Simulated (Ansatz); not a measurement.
**LaN (model structure, started from the zincblende type, F-43m, No. 216, 2 atoms in the cell)**

These are HSE06+SOC (Ansatz, a program for electronic structure, plane waves, PAW) values and carry that method's errors.

Settings: plane-wave cutoff 460 eV, 8×8×8 k mesh, Fermi–Dirac smearing 0.01 eV, PAW data made under PBE.

Cell (relaxed with PBEsol):

```cif
data_LaN
_chemical_formula_sum 'N1 La1'
_space_group_name_H-M_alt 'P 1'
_space_group_IT_number 1
_cell_length_a 3.92193
_cell_length_b 3.92193
_cell_length_c 3.92193
_cell_angle_alpha 60.000
_cell_angle_beta 60.000
_cell_angle_gamma 60.000
loop_
_space_group_symop_operation_xyz
  'x, y, z'
loop_
_atom_site_label
_atom_site_type_symbol
_atom_site_fract_x
_atom_site_fract_y
_atom_site_fract_z
_atom_site_occupancy
N1 N 0.75000 0.75000 0.75000 1
La1 La 0.00000 0.00000 0.00000 1
```

- band gap: 2.10 eV (on the SCF k mesh) (indirect)
- smallest direct gap on the k points sampled: 3.16 eV
- direct gap at Γ: 4.51 eV

Note: the relaxation could raise the start's symmetry but not lower it, so the cell can be a saddle point; cell and atoms aren't relaxed at this level (pressure 2.3 GPa).

The computed numbers hold no vibrational or temperature effects.

It cost about 20 core-minutes (a rough figure) of CPU time.

A model structure was made by putting elements into a prototype or built by hand; it is no filed structure, need not be a known phase, and can be a saddle point held by its symmetry.
